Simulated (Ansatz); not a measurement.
Take Zr in the hcp (Mg type) structure (space group P6_3/mmc, No. 194; relaxed with 0.1 eV smearing) as the base.

```
Zr
1.0
    3.14377     0.00000     0.00000
   -1.57189     2.72259     0.00000
    0.00000     0.00000     5.09284
Zr
2
Cartesian
  1.57189   0.90753   3.81963
  0.00000   1.81506   1.27321
```

Cartesian axes are those of the cell as printed.

All numbers come from Ansatz (a quantum-chemistry and plane-wave program), LDA, PAW, cutoff 420 eV, no SOC.

Base values:

```
Item                             Value
-----------------------------  -------
Shortest interatomic distance  3.127 Å
```

Now apply this change: tensor shear ε_xz = +2.00 % (engineering shear γ = 0.0400), atoms relaxed at fixed cell.

Question: Predict the new energy relative to the base.

Answer: The energy grows by 1.9 meV/atom.

Question: How does this affect the shortest interatomic distance?

Answer: The shortest interatomic distance drops by 0.049 Å to 3.078 Å.

The cells carry an imposed strain or load. Whether these cells are dynamically stable was not tested. All final runs are without spin polarisation.
